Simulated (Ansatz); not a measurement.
# zinc-blende GaP: the defect Ga vacancy

Level of theory: PBE, PAW (plane waves to 420 eV; Ansatz, a quantum-chemistry and plane-wave program). The supercell holds 64 host sites (2×2×2 repeats of a cell of 8 atoms), with a 2×2×2 shifted k-point sampling for the final energies. Site at the start: the Ga site. Finite-size correction: monopole term and site-potential alignment. Dielectric constants: PBE linear response of the host. Host gap at this level: 1.57 eV. These values are not converged in cell size to better than tenths of an eV. Levels are measured in PBE's own, too narrow, gap. Spin–orbit coupling is left out. Each state is the lowest found from its start.

Formation energies E_f are given with the Fermi level at the valence-band maximum. Chemical conditions: Ga-rich (Δμ(Ga) = 0.00 eV; only phases computed here count, gases as isolated molecules at 0 K); P-rich (Δμ(Ga) = -0.86 eV; only phases computed here count, gases as isolated molecules at 0 K). Reference phases: Ga: alpha gallium.

Charges with a result: +1, 0, −1, −2, −3. Others weren't obtained, and one of them could lie lower, also by skipping a charge.

| charge | moment (μB) | largest move off a lattice site (Å) | image correction with alignment (eV) | E_f, Ga-rich (eV) | E_f, P-rich (eV) | above the lowest spin state (eV) |
|---|---|---|---|---|---|---|
| +1* | not spin-polarised | 0.12 | – | – | – | 0.00 |
| +1* | 0.0 | 0.12 | – | – | – | 0.00 |
| 0† | 1.0 | 0.14 | 0.00 | 4.31 | 3.45 | 0.00 |
| 0† | 1.0 | 0.14 | 0.00 | 4.31 | 3.45 | 0.00 |
| −1† | 2.0 | 0.14 | 0.38 | – | – | 0.00 |
| −1† | not spin-polarised | 0.17 | 0.39 | – | – | 0.11 |
| −2† | 1.0 | 0.20 | 0.96 | – | – | 0.00 |
| −2† | 1.0 | 0.20 | 0.96 | – | – | 0.00 |
| −3 | not spin-polarised | 0.22 | 1.75 | 5.84 | 4.98 | 0.00 |

* At this level the carrier isn't localised at the defect: at charge +1 holes occupy the valence band. Such a state is shallow or no state of the defect, and this cell gives it no level.

† Not settled in this cell, so no level is given: charge 0: a level filled in part, carriers not clearly localised; charge −1: a level filled in part; charge −2: a level filled in part.

Starting moments that weren't kept: charge +1 began with 2 μB and ended with 0.0; charge 0 began with 3 μB and ended with 1.0; charge −2 began with 3 μB and ended with 1.0.

All states together cost very roughly 10 core-hours.
